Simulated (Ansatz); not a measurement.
The parent structure is Rb in the bcc (W type) structure (space group Im-3m, No. 229; relaxed with 0.1 eV smearing).

```
CELL_PARAMETERS angstrom
     -2.78564     2.78564     2.78564
      2.78564    -2.78564     2.78564
      2.78564     2.78564    -2.78564
ATOMIC_POSITIONS crystal
  Rb 0.00000 0.00000 0.00000
```

Cartesian axes are those of the cell as printed.

All numbers come from DFT with PBEsol, PAW potentials and a 420 eV plane-wave cutoff in Ansatz (a quantum-chemistry and plane-wave program), spin-orbit coupling left out.

Base values:

| Property | Result |
|---|---|
| Volume per atom | 86.46 Å³ |

It is then changed as follows: compressive biaxial strain of 0.50 % in the plane normal to [001], as in epitaxy on a mismatched substrate; the out-of-plane cell vector and the atoms relax.

Task: What happens to the energy relative to the base, in-plane stress and volume per atom?

Result: The energy stays essentially unchanged; the mean in-plane stress (compression positive) is 0.0 GPa; the volume per atom decreases by 0.11 Å³, from 86.46 Å³ to 86.35 Å³.

Whether these cells are dynamically stable was not tested. All final runs are without spin polarisation.
